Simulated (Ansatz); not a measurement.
The reference is Mo in the bcc (W type) structure (space group Im-3m, No. 229; a = 3.151 Å; relaxed with 0.1 eV smearing). Axes: x, y, z lie along the cube axes.

Level of theory: plane-wave PAW DFT at the r2SCAN level (Ansatz, a quantum-chemistry and plane-wave program, 500 eV), no spin-orbit coupling.

Base values:

| Property | Result |
|---|---|
| Pressure | 0.0 GPa |
| Shortest interatomic distance | 5.157 bohr |
| Band gap | zero |

Perturbation: the cell is stretched by 2.00 % along z with no lateral relaxation; the atoms relax in the strained cell.

**Question.** How does this affect the pressure?

**Answer.** The pressure (mean of the normal stresses, compression positive) goes from zero to -5.1 GPa.

**Question.** Estimate the effect on the energy relative to the base.

**Answer.** The energy increases by 9.2 meV/atom.

**Question.** Predict the new shortest interatomic distance.

**Answer.** The shortest interatomic distance rises by 0.0346 bohr (5.157 bohr → 5.191 bohr).

**Question.** What does the calculation give for the band gap after the change?

**Answer.** The band gap is still zero.

Stability against distortions was not tested. The final runs are not spin-polarised.
